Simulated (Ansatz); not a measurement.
Start from AlRu in the CsCl type structure (space group Pm-3m, No. 221; a = 2.983 Å).

Level of theory: Ansatz (a quantum-chemistry and plane-wave program) r2SCAN, no spin-orbit coupling.

For the base:

The pressure comes out as 0.0 GPa.

One thing is altered: an isotropic linear strain of −0.89 %; the atoms relax in the strained cell.

Task: What happens to the energy relative to the base?

Result: The energy increases by 6.7 meV/atom.

Task: Estimate the effect on the pressure.

Result: The pressure goes from zero to 6.3 GPa.

Stability against distortions was not tested. All final runs are without spin polarisation.
